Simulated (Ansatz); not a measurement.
Cu, response to strain

The reference is Cu in the fcc (Cu type) structure (space group Fm-3m, No. 225; a = 3.518 Å; relaxed with 0.1 eV smearing). Axes: x, y, z lie along the cube axes.

Strains are applied to the cell and any free atomic positions relax.

Computed with LDA, PAW, 420 eV (Ansatz, an electronic-structure program; without spin-orbit coupling).

Notes on the quantities. energy relative to the base: free energy F.

```csv
uniaxial strain ε_zz (%),energy relative to the base (meV/atom)
0,0.0
0.5,?
1,0.8
1.5,1.7
2,3.1
2.5,4.8
3,6.8
```

Task: Fit ΔE = Aε² + Bε³ (ε in %) to the rows shown and predict the withheld row.

Result: Least squares on the printed values gives A = 0.799 and B = -0.014 meV/atom (largest residual 0.1 meV/atom); this predicts 0.2 meV/atom, and the run gives 0.2 meV/atom, in agreement.

Whether these cells are dynamically stable was not tested. All final runs are without spin polarisation.
